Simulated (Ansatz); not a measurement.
A self-consistent single point of ZnCu₂SnS₄ (Fmm2, 8 atoms in the cell) with Ansatz (a first-principles code)

Level of theory: LDA (PW92), default PAW files made with PBE (plane waves; Ansatz).

Input:

Ansatz 0.2 input:
```yaml
crystal:
  lattice:
    - [-2.684998, 2.684998, 5.368612]
    - [2.684998, -2.684998, 5.368612]
    - [2.684998, 2.684998, -5.368612]
  atoms:
    - { symbol: Zn, position: [0.004657, 0.004657, 0.000000] }
    - { symbol: Cu, position: [0.250000, 0.750000, 0.500000] }
    - { symbol: Cu, position: [0.750000, 0.250000, 0.500000] }
    - { symbol: Sn, position: [0.500000, 0.500000, 0.000000] }
    - { symbol: S, position: [0.891220, 0.375300, 0.000000] }
    - { symbol: S, position: [0.624700, 0.624700, 0.515920] }
    - { symbol: S, position: [0.375300, 0.891220, 0.000000] }
    - { symbol: S, position: [0.108780, 0.108780, 0.484080] }
basis:
  ecutwfc: 420.0
kpoints:
  mp_grid: { grid: [5, 5, 5] }
hamiltonian:
  xc: lda
  pseudopotentials: { kind: paw }
scf:
  occupations: { method: fermi_dirac, width: 0.1 }
output:
  forces: true
  eigenvalues: true
  stress: true
```

Output, abridged:

```
WARN ansatz: RAYON_NUM_THREADS=1 ignored (pool sized by the plan → 1); use --threads N
Pseudopotentials: kind: paw
Pseudopotential: Zn, paw, valence charge 12
Pseudopotential: Cu, paw, valence charge 19
Pseudopotential: Sn, paw, valence charge 14
Pseudopotential: S, paw, valence charge 6
Crystal: 8 atoms, lattice volume = 154.814 Å³
Basis set: ecut = 420 eV, 2977 PW (Γ)
Bands: 53, of which v1, the nominal top of the filled ones, is band 44 counted from 1 (43 counted from 0)
Symmetry: 4 space group operations
Space group: Fmm2 (ITA 42), of the structure as read, at distance tolerance 5.4e-5 Å
k-points: 27 of 125 (time reversal used)
PAW frozen core: Zn, regenerated for the run's functional, and the local potential with it
PAW frozen core: Cu, regenerated for the run's functional, and the local potential with it
PAW frozen core: Sn, regenerated for the run's functional, and the local potential with it
PAW frozen core: S, regenerated for the run's functional, and the local potential with it
Initial density: superposition of atomic densities (neutral atoms: chi_scale 0, normalization atom), corrected by the library's trained network
Initial wavefunctions: pseudopotential atomic-orbital guess
Eigensolver: davidson
Functional: x = slater, c = lda
SCF iter   1: F=—  HF=-25719.208674 eV  |F-HF|=—  |Δ(HF+E_count)|=         —  Δρ=1.04e-2  dr2=1.01e-1  ethr=1.77e-3  ⟨swp⟩=7.5  Hψ=6033  notcnv=0  defer=7
all-band conjugate gradients solve this SCF's bands
preconditioner: auto → Resta (q_TF=auto, 2.483 Å⁻¹)
SCF iter   2: F=—  HF=-25719.198639 eV  |F-HF|=—  |Δ(HF+E_count)|=   1.00e-2  Δρ=7.91e-3  dr2=7.91e-2  ethr=1.14e-4  ⟨swp⟩=2.0  Hψ=3026  notcnv=0  defer=46
SCF iter   3: F=—  HF=-25719.183300 eV  |F-HF|=—  |Δ(HF+E_count)|=   1.53e-2  Δρ=4.10e-3  dr2=1.56e-2  ethr=8.99e-5  ⟨swp⟩=2.0  Hψ=2010  notcnv=0  defer=46
SCF iter   4: F=—  HF=-25719.179374 eV  |F-HF|=—  |Δ(HF+E_count)|=   3.93e-3  Δρ=1.29e-3  dr2=1.51e-3  ethr=1.78e-5  ⟨swp⟩=2.9  Hψ=2543  notcnv=0  defer=17
SCF iter   5: F=—  HF=-25719.178963 eV  |F-HF|=—  |Δ(HF+E_count)|=   4.10e-4  Δρ=3.68e-4  dr2=1.53e-4  ethr=1.72e-6  ⟨swp⟩=2.6  Hψ=2042  notcnv=0  defer=8
SCF iter   6: F=—  HF=-25719.178941 eV  |F-HF|=—  |Δ(HF+E_count)|=   2.28e-5  Δρ=7.84e-5  dr2=1.27e-5  ethr=1.73e-7  ⟨swp⟩=2.8  Hψ=2203  notcnv=0  defer=8
SCF iter   7: F=—  HF=-25719.179034 eV  |F-HF|=—  |Δ(HF+E_count)|=   9.28e-5  Δρ=4.83e-5  dr2=2.29e-6  ethr=1.45e-8  ⟨swp⟩=2.4  Hψ=2134  notcnv=0  defer=8
SCF iter   8: F=-25719.179034 eV  HF=-25719.179034 eV  |F-HF|=9.07e-9  |Δ(HF+E_count)|=   4.10e-8  Δρ=7.20e-6  dr2=8.90e-8  ethr=1.14e-10  ⟨swp⟩=8.2  Hψ=6840  notcnv=0
SCF 1 converged in 8 iterations: F = -25719.179034 eV  dr2 = 8.90e-8
SCF converged after 8 iterations
Free energy (F): -25719.179034 eV
Harris-Foulkes:  -25719.179034 eV  (|F-HF|=9.07e-9)
Internal energy: -25719.170444 eV  (E = F + TS)
E sigma→0 (E₀):  -25719.174739 eV
Entropy (-TS):   -0.008589 eV (-1.074 meV/atom)
Fermi energy:    8.461370 eV
--- Per-component energies (eV) ---
  E_band       = -1092.421204
  E_kinetic    = 1352.330568
  E_local      = -14863.754939  (includes V_loc(G=0)·N_el)
  E_nonlocal   = 1508.087186
  E_hartree    = 6672.942877
  E_xc         = -1076.277881
  E_vxc        = -732.640121  (∫ρ·V_xc dr)
  E_paw        = -11226.115553  (= ΣΔE_a)
  E_vpaw       = -1702.343555  (= ΣTr[D̂ρ^β])
  E_aug_tail   = 0.000059  (compensation charges beyond the density's cutoff)
  E_ewald      = -8089.876911
  E_core_change = 3.494150  (= ΣΔE_core)
  E_smearing   = -0.008589  (= −TS)
  E_closure    = -0.000000  (closes the sum)
  Σ components = -25719.179034   (vs F -25719.179034, Δ=0.00e0)
--- Forces (eV/Å), atoms counted from 1 ---
  atom   1  Zn    -0.00000000    -0.00000000    -0.35716507
  atom   2  Cu     0.00000000     0.00000000     0.02448623
  atom   3  Cu     0.00000000     0.00000000     0.02448623
  atom   4  Sn    -0.00000000    -0.00000000    -0.10973992
  atom   5  S     -0.03653343     0.03653343     0.34732034
  atom   6  S      0.16445042     0.16445042    -0.13835568
  atom   7  S      0.03653343    -0.03653343     0.34732034
  atom   8  S     -0.16445042    -0.16445042    -0.13835568
  max |Σ_I F_I| component: 3.21e-6 eV/Å
--- Stress (GPa, compression-positive) ---
       -2.184254      -0.313743      -0.000000
       -0.313743      -2.184254      -0.000000
       -0.000000      -0.000000      -1.977132
  P = ⅓ Tr σ = -2.1152 GPa (-21.152 kbar)
  The stress holds the Pulay correction. Without it, at fixed plane waves, as pw.x and ABINIT print it: P = -2.1711 GPa
--- Band table (eV; the first three rows and the last of 27) ---
  k-point 0: bands = ["-102.8486", "-102.8486", "-60.7091", "-60.7089", "-60.7069", "-60.7067", "-60.6415", "-60.6414", "-13.9758", "-13.9733", "-13.9587", "-13.8879", "-13.8706", "-6.4538", "-4.8467", "-4.8158", "-4.7467", "-0.0583", "0.9159", [...]
  k-point 1: bands = ["-102.8487", "-102.8486", "-60.7091", "-60.7088", "-60.7068", "-60.7068", "-60.6415", "-60.6414", "-13.9761", "-13.9734", "-13.9592", "-13.8877", "-13.8701", "-6.2325", "-4.9566", "-4.9493", "-4.8175", "0.0291", "0.8915", [...]
  k-point 2: bands = ["-102.8487", "-102.8487", "-60.7091", "-60.7088", "-60.7070", "-60.7067", "-60.6415", "-60.6415", "-13.9766", "-13.9736", "-13.9600", "-13.8874", "-13.8693", "-5.7428", "-5.1959", "-5.1223", "-4.9718", "-0.0026", "0.8515", [...]
  k-point 26: bands = ["-102.8487", "-102.8487", "-60.7091", "-60.7089", "-60.7069", "-60.7067", "-60.6415", "-60.6414", "-13.9757", "-13.9731", "-13.9591", "-13.8877", "-13.8704", "-5.8468", "-5.4897", "-5.0100", "-4.7969", "-0.0047", "0.8222", [...]
```

The run converged in 8 iterations.

The starting cell comes from a database of computed structures (which also holds hypothetical and non-ambient phases and stackings), without a prior relaxation at this level. Its lattice was rescaled by up to half a per cent. One atom was moved a little off its site on purpose. Spin polarisation is off. Ansatz's pressure includes its estimate of the finite-basis (Pulay) stress. The run gives no clean gap (levels at the Fermi energy touch, overlap or are partly filled at this smearing), which alone does not show that the compound is a metal.
